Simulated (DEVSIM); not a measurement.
Structure: Schottky contact on n-type Si, at 300 K.

```tsv
layer (left to right)	material	thickness (μm)	Nd (cm⁻³)	τn (s)	τp (s)
1	Si	18.0	1.9e15	0.00044	0.00044
```

Left contact: Schottky, work function 4.94 eV, emission velocity 2.5e6 cm/s. Right contact: ohmic. Voltage is applied to the left contact. Recombination: SRH at mid-gap. Mobility is constant in doping. Where it depends on doping, it is μmin + (μ − μmin)/(1 + (N/Nref)^α).

This is a model device: material constants are rounded textbook-type values typed into the input, and sizes, dopings and lifetimes were drawn at random. Values at 300 K; Nc and Nv go as T^1.5, mobilities as T to minus their exponent, the gap by Varshni's rule with the affinity fixed. The table also holds parameters that only a changed run uses.

```
parameter               Si
----------------  --------
gap (eV)             1.124
affinity (eV)         4.05
permittivity          11.7
Nc (cm⁻³)          2.86e19
Nv (cm⁻³)           3.1e19
μn (cm²/Vs)           1417
μp (cm²/Vs)            470
μn,min                  52
μp,min                  45
Nref,n              9.7e16
Nref,p              2.2e17
αn                    0.68
αp                    0.72
T exponent of μn       2.3
T exponent of μp       2.2
Cn (cm⁶/s)         2.8e-31
Cp (cm⁶/s)         9.9e-32
Varshni α (eV/K)  0.000473
Varshni β (K)          636
```

Model (solved in DEVSIM): 1D drift-diffusion, Boltzmann statistics, complete ionisation; no tunnelling, impact ionisation, image-force lowering or self-heating. Metal contacts follow the ideal Schottky-Mott rule: no Fermi-level pinning, no interface dipoles.

Base results: largest field in the device at zero bias (V/cm) 20000; dark forward voltage at 1 A/cm² (V) 0.480; dark forward voltage at 100 A/cm² (V) 0.912; potential step across the device at zero bias (V) 0.641.

Q: What follows from this one change: temperature 300 → 400 K?

A: largest field in the device at zero bias 20000 → 39000 V/cm; dark forward voltage at 1 A/cm² 0.480 → 0.323 V; dark forward voltage at 100 A/cm² 0.912 → 0.733 V; potential step across the device at zero bias 0.641 → 0.544 V.

Q: What follows from this one change: doping Nd of layer 1 1.9e+15 → 5.7e+16 cm^-3?

A: largest field in the device at zero bias 20000 → 110000 V/cm; dark forward voltage at 1 A/cm² 0.480 → 0.471 V; dark forward voltage at 100 A/cm² 0.912 → 0.605 V; potential step across the device at zero bias 0.641 → 0.729 V.

Q: What follows from this one change: metal work function 4.94 → 5.09 eV?

A: largest field in the device at zero bias 20000 → 92000 V/cm; dark forward voltage at 1 A/cm² 0.480 → 0.597 V; dark forward voltage at 100 A/cm² 0.912 → 0.794 V; potential step across the device at zero bias 0.641 → 0.791 V.

Q: What follows from this one change: doping-dependent mobility in place of the constant one?

A: largest field in the device at zero bias little changed (20000 V/cm); dark forward voltage at 1 A/cm² little changed (0.480 V); dark forward voltage at 100 A/cm² 0.912 → 0.932 V; potential step across the device at zero bias little changed (0.641 V).
